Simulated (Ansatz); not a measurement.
Reference: SiC (F-43m), r2SCAN with spin-orbit coupling, rigid bands (plane waves, PAW; Ansatz, a program for electronic structure); axes and stresses refer to this cell.

```
CSi
1.0
    0.00000     2.17816     2.17816
    2.17816     0.00000     2.17816
    2.17816     2.17816     0.00000
Si C
1 1
Direct
  0.25000   0.25000   0.25000
  0.00000   0.00000   0.00000
```

- Seebeck coefficient, n-type 1e19 cm⁻³ = -248 μV/K
- electron conductivity mass = 0.30 mₑ
- Seebeck coefficient, p-type 1e19 cm⁻³ = 439 μV/K

Question: Change: biaxial stress xx = yy = -1 GPa (compression positive). What happens to Seebeck coefficient, n-type 1e19 cm⁻³, electron conductivity mass, Seebeck coefficient, p-type 1e19 cm⁻³?

Answer: Seebeck coefficient, n-type 1e19 cm⁻³ decreases in size to -240 μV/K; electron conductivity mass moves little, to 0.30 mₑ; Seebeck coefficient, p-type 1e19 cm⁻³ moves little, to 435 μV/K.

Question: Change: hydrostatic pressure -2 GPa. What happens to Seebeck coefficient, n-type 1e19 cm⁻³, electron conductivity mass, Seebeck coefficient, p-type 1e19 cm⁻³?

Answer: Seebeck coefficient, n-type 1e19 cm⁻³ moves little, to -248 μV/K; electron conductivity mass moves little, to 0.30 mₑ; Seebeck coefficient, p-type 1e19 cm⁻³ moves little, to 437 μV/K.

Question: Change: hydrostatic pressure 10 GPa. What happens to Seebeck coefficient, n-type 1e19 cm⁻³, electron conductivity mass, Seebeck coefficient, p-type 1e19 cm⁻³?

Answer: Seebeck coefficient, n-type 1e19 cm⁻³ moves little, to -246 μV/K; electron conductivity mass moves little, to 0.29 mₑ; Seebeck coefficient, p-type 1e19 cm⁻³ moves little, to 444 μV/K.

Question: Change: hydrostatic pressure 2 GPa. What happens to Seebeck coefficient, n-type 1e19 cm⁻³, electron conductivity mass, Seebeck coefficient, p-type 1e19 cm⁻³?

Answer: Seebeck coefficient, n-type 1e19 cm⁻³ moves little, to -248 μV/K; electron conductivity mass moves little, to 0.29 mₑ; Seebeck coefficient, p-type 1e19 cm⁻³ moves little, to 440 μV/K.

Question: Change: hydrostatic pressure 5 GPa. What happens to Seebeck coefficient, n-type 1e19 cm⁻³, electron conductivity mass, Seebeck coefficient, p-type 1e19 cm⁻³?

Answer: Seebeck coefficient, n-type 1e19 cm⁻³ moves little, to -247 μV/K; electron conductivity mass moves little, to 0.29 mₑ; Seebeck coefficient, p-type 1e19 cm⁻³ moves little, to 441 μV/K.

Masses are for dilute carriers at 300 K, harmonic means over directions unless an axis is named. Seebeck coefficients are for the stated density at 300 K, with one relaxation time for all states and whether or not that doping can be reached. Stresses and pressures are the targets of the relaxation.  The structure type is held under load, also where the real crystal would transform.
